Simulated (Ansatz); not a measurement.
# Ca under a change: biaxial strain −2.06 %, plane normal [110], relaxed out of plane

Start from Ca in the fcc (Cu type) structure (space group Fm-3m, No. 225; a = 5.569 Å; relaxed with 0.1 eV smearing). Axes: x, y, z lie along the cube axes.

Modification: compressive biaxial strain of 2.06 % in the plane normal to [110], as in epitaxy on a mismatched substrate; the out-of-plane cell vector and the atoms relax.

All numbers come from r2SCAN (Ansatz, a program for electronic structure, PAW, no spin-orbit coupling), earlier PAW set. Γ-centred 20×20×20 mesh, Fermi–Dirac width 0.1 eV.

```csv
quantity,base,changed,shift
volume per atom,43.17 Å³,41.86 Å³,-1.31 Å³
space group,Fm-3m (No. 225),Immm (No. 71),–
energy relative to the base (free energy F),0 meV/atom,+4.7 meV/atom,+4.7 meV/atom
"pressure (mean of the normal stresses, compression positive)",0.0 GPa,0.6 GPa,+0.6 GPa
band gap,zero,zero,–
out-of-plane strain,–,+1.09 %,–
ratio −ε⊥/ε∥,–,0.53,–
mean in-plane stress (compression positive),–,+0.9 GPa,–
```

Whether these cells are dynamically stable was not tested.
